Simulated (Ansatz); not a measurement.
Worked example: relaxation of the atoms of AlFe₃ (I4mm, 4 atoms in the cell) in Ansatz (a quantum-chemistry and plane-wave program).

Computed with LDA (PW92), default PAW files made with PBE (plane waves; Ansatz).

The change in words: one atom moved by 0.15 angstrom; relax: default → atoms; relax.f_tol: default → 0.1 eV/Å. Reference geometry:
```
CELL_PARAMETERS angstrom
      0.00000     2.87270     2.87270
      2.87270     0.00000     2.87270
      2.87270     2.87270     0.00000
ATOMIC_POSITIONS crystal
  Al 0.00000 0.00000 0.00000
  Fe 0.50000 0.50000 0.50000
  Fe 0.25000 0.25000 0.25000
  Fe 0.75000 0.75000 0.75000
```
Moments meant for the start (each program seeds them in its own way; μB, in the order of the atoms Al Fe Fe Fe): 0.0 4.0 4.0 4.0.

Reference input (self-consistent single point, DFT, LDA (PW92), plane waves, default PAW files made with PBE): basis.ecutwfc = 420 eV; kpoints.mp_grid.grid = 10 10 10; hamiltonian.xc = lda; hamiltonian.pseudopotentials = {kind: paw} (the program's default PAW files); magnetization.spin_polarized = true; scf.occupations.method = fermi_dirac; scf.occupations.width = 0.1 eV. This run's input differs from it in these lines:

```diff
@@ -7,3 +7,3 @@
   atoms:
-    - { symbol: Al, position_ang: [0.00000000, 0.00000000, 0.00000000] }
+    - { symbol: Al, position_ang: [-0.00000000, -0.00000000, 0.15000111] }
     - { symbol: Fe, position_ang: [2.87270400, 2.87270400, 2.87270400], spin: 4.0 }
@@ -22,2 +22,4 @@
   occupations: { method: fermi_dirac, width: 0.1 }
+relax:
+  f_tol: 0.1
 output:
```

The program printed (abridged):

```
   [... SCF lines of the steps left out ...]
relax step   1: F+E_penalty+E_count = -13773.32278277 eV  Δ(F+E_penalty+E_count) = +0.000e0 eV  max|allowed force component| = 1.339e0 eV/Å  Δτ_max = 0.0000 Å  (13 SCF iters, dr2 threshold 1.00e-4 eV, accepted)
relax step   2: F+E_penalty+E_count = -13773.38643069 eV  Δ(F+E_penalty+E_count) = -6.365e-2 eV  max|allowed force component| = 8.064e-1 eV/Å  Δτ_max = 0.0445 Å  (8 SCF iters, dr2 threshold 1.00e-4 eV, accepted)
relax step   3: F+E_penalty+E_count = -13773.42294197 eV  Δ(F+E_penalty+E_count) = -3.651e-2 eV  max|allowed force component| = 4.785e-3 eV/Å  Δτ_max = 0.0676 Å  (7 SCF iters, dr2 threshold 4.06e-5 eV, accepted)
relax step   4: F+E_penalty+E_count = -13773.42294249 eV  Δ(F+E_penalty+E_count) = -5.232e-7 eV  max|allowed force component| = 4.698e-3 eV/Å  Δτ_max = 0.0000 Å  (5 SCF iters, accepted)
the relaxation is at rest under the 8 symmetry operations that the run kept from its start: a minimum is not shown …
the relaxation's final electronic state is not compared with the one that a single-point calculation of its input finds at the relaxed geometry …
Stability not checked: this state was not tested for a lower state beside it, because too few of the mixer's solves of this state at the end of the SCF gave a …
Magnetization: 5.7154 μB (28.3577 up, 22.6423 down)
   [... lines left out ...]
Absolute magnetization: 6.1364 μB (∫|ρ↑−ρ↓|, with the PAW one-centre terms)
Free energy (F): -13773.422942 eV
Fermi energy:    15.609067 eV
   [... lines left out ...]
  atoms:
    - { symbol: Al, position: [0.006597408902989806, 0.006597408902989806, -0.006597408902989806] }
    - { symbol: Fe, position: [0.5064990109301432, 0.5064990109301432, 0.49350098906985684] }
    - { symbol: Fe, position: [0.2565057899038118, 0.2565057899038118, 0.2434942100961882] }
    - { symbol: Fe, position: [0.7565057899038118, 0.7565057899038118, 0.743494210096188] }
```

The run converged. 

Summary of the result:
| Quantity | Value |
|---|---|
| Free energy E − TS (on the zero of these files) | -13773.4229 eV |
| Fermi level (on the code's own zero) | 15.61 eV |
| Pressure | -14.87 GPa |
| Largest force (vector length) | 0.005 eV/Å |
| Size of the cell's spin moment | 5.72 μB |
| Relaxation steps | 4 |

The starting cell comes from a database of computed structures (which also holds hypothetical and non-ambient phases and stackings), without a prior relaxation at this level. Its lattice was rescaled by up to half a per cent. For this run, on top of that: one atom moved by 0.15 angstrom. The magnetic order is the one reached from the typed start; others were not searched systematically. The relaxation keeps the symmetry of its start, so its end need not be a minimum. Ansatz's pressure includes its estimate of the finite-basis (Pulay) stress.

Cost on one core of a shared machine: roughly 3 min.

Keys are those of Ansatz 0.2.
